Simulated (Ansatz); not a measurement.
Gap of a (7,0) BN nanotube at several levels, all on one geometry.

Levels: PBE (plane waves to 420 eV, PAW; Ansatz, a quantum-chemistry and plane-wave program); r2SCAN (plane waves to 500 eV, PAW; Ansatz); HSE06 run with Ansatz. Unmarked values and the geometry are of the first. Mesh 1×1×8. No spin polarisation. It repeats along c; a and b span vacuum. An idealised model, rolled from the flat sheet. Only distortions within the start's symmetry and period were free. HSE06 ran on a 1×1×4 mesh and at PBE's edge points.

```json
[
 {"level": "PBE", "gap (eV)": "3.36"},
 {"level": "r2SCAN", "gap (eV)": "3.92"},
 {"level": "HSE06", "gap (eV)": "…"}
]
```

**Question.** What belongs in the gaps?

**Answer.** 
- HSE06, gap (eV): 4.69
